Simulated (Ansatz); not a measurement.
# GaN under load (space group P6_3mc): band-edge transport data

```xyz
4
Lattice="3.1560 0.0000 0.0000 -1.5780 2.7332 0.0000 0.0000 0.0000 5.1426" Properties=species:S:1:pos:R:3 pbc="T T T"
Ga     1.5780     0.9111     2.5674
Ga     0.0000     1.8221     5.1387
N      1.5780     0.9111     4.5036
N      0.0000     1.8221     1.9323
```

Level of theory: PBEsol with spin-orbit coupling, rigid bands (plane waves, PAW; Ansatz, a program for electronic structure). Condition of this run: hydrostatic pressure 5 GPa (the target of the relaxation). Geometry: cell and atoms relaxed with PBEsol, then loaded as said.

* **band gap**: 2.04 eV
* **electron conductivity mass (300 K, dilute)**: 0.198 (x), 0.198 (y), 0.178 (z) mₑ
* **hole conductivity mass (300 K, dilute)**: 1.40 (x), 1.40 (y), 1.79 (z) mₑ
* **effective density of states N_c (300 K)**: 2.1e18 cm⁻³
* **effective density of states N_v (300 K)**: 8.5e19 cm⁻³
* **density-of-states mass, electrons**: 0.193 mₑ
* **density-of-states mass, holes**: 2.3 mₑ
* **Seebeck coefficient, n-type 1e19 cm⁻³, 300 K**: -110 μV/K
* **best n-type power factor at 300 K for τ = 10 fs (best axis; densities from 1e16 to 1e21 cm⁻³ tried, whether or not they can be reached)**: 1.82 μW/(cm·K²) at 1e19 cm⁻³
* **Seebeck coefficient, p-type 1e19 cm⁻³, 300 K**: 416 μV/K

Rigid bands; masses and Seebeck coefficients take one relaxation time τ for all states and one kind of carrier; polarons and phonon drag are left out.
